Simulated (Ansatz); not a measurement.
Consider SiO2 (space group P3_221, No. 154; a = 5.022 Å, c = 5.510 Å). Axes: x lies along a and z along c of the hexagonal cell.

Calculations: PBE (Ansatz, an electronic-structure program, PAW, spin-orbit coupling left out).

For the base:

| Quantity | Result |
|---|---|
| Electron mass | 0.51 mₑ (at Γ) |

It is then changed as follows: uniaxial strain ε_zz = −3.00 %, all other strain components held at zero; the atoms relax in the strained cell.

Q: Estimate the effect on the electron mass.

A: The electron mass becomes 0.50 mₑ (at Γ) (base: 0.51 mₑ (at Γ)).

Q: What happens to the largest internal atomic displacement?

A: The largest internal atomic displacement amounts to 0.073 Å.

The levels and masses belong to the bands next to the band gap. Masses are band curvatures over ±0.01 Å⁻¹ around the edge. No phonon test of stability was made.
